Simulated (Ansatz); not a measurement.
An Ansatz (an electronic-structure program) input (PBE (Ansatz), no spin-orbit coupling):

Ansatz 0.2 input:
```yaml
crystal:
  lattice:
    - [0, 6.2135057314, 6.2135057314]
    - [6.2135057314, 0, 6.2135057314]
    - [6.2135057314, 6.2135057314, 0]
  atoms:
    - { symbol: B, position: [0.3722025584, 0.3759367696, 0.378184909] }
    - { symbol: Sb, position: [0.3761758125, 0.3704487606, 0.8756393865] }
    - { symbol: Sb, position: [0.3722651784, 0.8791203421, 0.3748929052] }
    - { symbol: Sb, position: [0.3709737241, 0.8759073689, 0.8756541829] }
    - { symbol: Sb, position: [0.8701946614, 0.377762609, 0.3796539945] }
    - { symbol: Sb, position: [0.8717715375, 0.3744726703, 0.8741461801] }
    - { symbol: Sb, position: [0.8719120968, 0.8699858243, 0.3807791719] }
    - { symbol: Sb, position: [0.8763109764, 0.8739385078, 0.8740503338] }
    - { symbol: Ga, position: [0.0036410136, -0.0025409893, -0.0028544809] }
    - { symbol: Ga, position: [-0.0023074767, -0.0001751076, 0.4994537435] }
    - { symbol: Ga, position: [-0.0045698121, 0.5061151281, 0.0030239258] }
    - { symbol: Ga, position: [-0.0067121693, 0.5021152278, 0.5027507359] }
    - { symbol: Ga, position: [0.4951056092, 0.0012575803, 0.0005276304] }
    - { symbol: Ga, position: [0.4990019107, -0.0002849124, 0.4993751655] }
    - { symbol: Ga, position: [0.4978164307, 0.4991800886, -0.0012759135] }
    - { symbol: Ga, position: [0.4963660969, 0.4993109166, 0.5028362742] }
basis: { ecutwfc: 420, ecutrho_ratio: 4, xc_grid: 2, fft_grid_basis: typed }
kpoints: { mp_grid: { grid: [5, 5, 5] } }
hamiltonian:
  xc: pbe
  dispersion: none
  pseudopotentials: { kind: paw }
scf: { occupations: { method: fermi_dirac, width: 0.05 }, convergence: { dr2_threshold: 0.0000000016 } }
relax: { f_tol: 0.02, max_steps: 45 }
output: { forces: true, stress: true }
checkpoint: { write: state.ck, write_every: 1000 }
```

Problem. Which symmetry and how many k-points will the program report, and about how many plane waves at Γ?

Solution. Space group P1 (ITA 1) with 1 operations, k-points 63 of 125, and 9377 plane waves at Γ.

Problem. And the final pressure?

Solution. -3.46 GPa (compression positive).

In so small a cell the defect repeats every few ångströms: this is an ordered compound, not a dilute defect. All final runs are without spin polarisation. The cell was made from GaSb in the zinc blende structure (space group F-43m, No. 216) by this change: B on a Sb site. The defect cell is not spin-polarised.
